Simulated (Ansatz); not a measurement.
An Ansatz (a first-principles code) input (plane-wave PAW DFT at the PBE level (Ansatz, 420 eV), spin-orbit coupling left out, earlier PAW set):

Ansatz 0.2 input:
```yaml
crystal:
  lattice:
    - [0, 2.404651034, 2.404651034]
    - [2.404651034, 0, 2.404651034]
    - [2.404651034, 2.404651034, 0]
  atoms:
    - { symbol: As, position: [0.75, 0.75, 0.75] }
    - { symbol: B, position: [0, 0, 0] }
basis: { ecutwfc: 420, ecutrho_ratio: 4, xc_grid: 2, fft_grid_basis: typed }
kpoints: { mp_grid: { grid: [12, 12, 12] } }
hamiltonian:
  xc: pbe
  dispersion: none
  pseudopotentials: { azcp: { folder: ./paw }, kind: paw }
scf: { occupations: { method: fermi_dirac, width: 0.05 }, convergence: { dr2_threshold: 0.0000000002 } }
output: { forces: true, stress: true }
checkpoint: { write: state.ck, write_every: 1000 }
```

### Question
Which symmetry and how many k-points will the program report, and about how many plane waves at Γ?

### Answer
Space group F-43m (ITA 216) with 24 operations, k-points 72 of 1728, and 537 plane waves at Γ.

Whether these cells are dynamically stable was not tested. The cell was made from BP by this change: P → As.
